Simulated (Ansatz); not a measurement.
Functionals compared on N on the (0001) surface of wurtzite GaN (2x2 Ga adatom at T4; a constructed slab, bottom: 3 H on 4 bottom sites), one in a cell of 36 Å², started at the site 'over Ga at depth 1.7 Å', in Ansatz (plane waves, PAW). The structure was relaxed with PBE; the other rows are single points on it, each with its references at the same level. Cutoff 420 eV (500 eV for r2SCAN). The points keep PBE's geometry, so the relaxation of a polaron and the settling of charge on one site are left out.

Host crystal: wurtzite GaN, with a band gap (PBE, scalar-relativistic without spin-orbit coupling).

Model: 45-atom slab, 13.9 Å thick at the start with caps and adatoms under the adsorbate (thin: gaps and levels are the slab's own), 4x4x1 mesh, Fermi-Dirac 0.01 eV, dipole correction, 23 atoms held, the rest relaxed; held to the start's symmetry, so lower structures may exist; spin-polarised, ending with about 1.0 μB a cell, a value that depends on the mesh; orders that need a larger cell were not tried, no spin-orbit, no U, no dispersion correction. The slab shows no gap over 0.04 eV on its mesh. At the end it is bonded to 2 Ga. In PBE it is, or lies within 0.03 eV of, the lowest of the starts that converged. These notes are the PBE run's. RPBE: The program's check for a lower electronic state was not made. r2SCAN: The program's check for a lower electronic state was not made. Adsorption energies are against ½ N2(g). A negative adsorption energy means that the adsorbate is more stable on the surface than in its reference.

| functional | adsorption energy (eV) |
|---|---|
| PBE | 1.06 |
| RPBE | [?] |
| r2SCAN | 0.86 |

Q: Complete the blanks.

A: 
- RPBE, adsorption energy (eV): 1.17

Ansatz is a quantum-chemistry and plane-wave program.
